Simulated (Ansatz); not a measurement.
HgTe under a change: isotropic strain −1.50 %

Start from HgTe in the zinc blende structure (space group F-43m, No. 216; a = 6.6507 Å).

Perturbation: an isotropic linear strain of −1.50 %; the atoms relax in the strained cell.

Computed with PBE (Ansatz, a first-principles code), no spin-orbit coupling. Γ-centred 12×12×12 mesh, Fermi–Dirac width 0.05 eV.

```tsv
quantity	base	changed	shift
volume per atom	36.77 Å³	35.14 Å³	-1.63 Å³
space group	F-43m (No. 216)	F-43m (No. 216)	–
shortest interatomic distance	5.442 bohr	5.360 bohr	-0.082 bohr
energy relative to the base (free energy F)	0 meV/atom	+8.5 meV/atom	+8.5 meV/atom
pressure	0.0 GPa	1.7 GPa	+1.7 GPa
band gap	zero	zero	–
```

Cost of the whole job for the changed cell (relaxation, final SCF and bands): roughly 14 core-seconds.

With Hg and Te present, leaving out spin-orbit coupling can change the band edges. Whether these cells are dynamically stable was not tested. All final runs are without spin polarisation. The zero or small gap of HgTe can change with the level of theory.
